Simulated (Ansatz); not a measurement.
## Hypothetical simple cubic Pt under a change: biaxial strain +1.55 %, plane normal [001], relaxed out of plane

Take Pt in the simple cubic structure (space group Pm-3m, No. 221; a = 2.588 Å; a hypothetical phase, not in the database extracts checked; relaxed with 0.1 eV smearing) as the base. Axes: x, y, z lie along the cube axes.

It is then changed as follows: tensile biaxial strain of 1.55 % in the plane normal to [001], as in epitaxy on a mismatched substrate; the out-of-plane cell vector and the atoms relax.

The values are results of PBEsol in Ansatz (plane waves to 420 eV, PAW, no spin-orbit coupling), not measurements. k-mesh 25×25×25 (Γ-centred); smearing 0.1 eV (Fermi–Dirac).

The volume per atom grows by 0.464 Å³, from 17.33 Å³ to 17.80 Å³ and the space group becomes P4/mmm (No. 123) (base: Pm-3m (No. 221)). The shortest interatomic distance falls by 0.011 Å to 2.577 Å and the energy grows by 13 meV/atom. The pressure (mean of the normal stresses, compression positive) goes from zero to -5.1 GPa and the band gap remains zero. The out-of-plane strain comes out as -0.43 % and the ratio −ε⊥/ε∥ amounts to 0.28.

No phonon test of stability was made. All final runs are without spin polarisation. Pt lies near a magnetic instability that expansion can trigger; it was not tested.

Ansatz is an electronic-structure program.
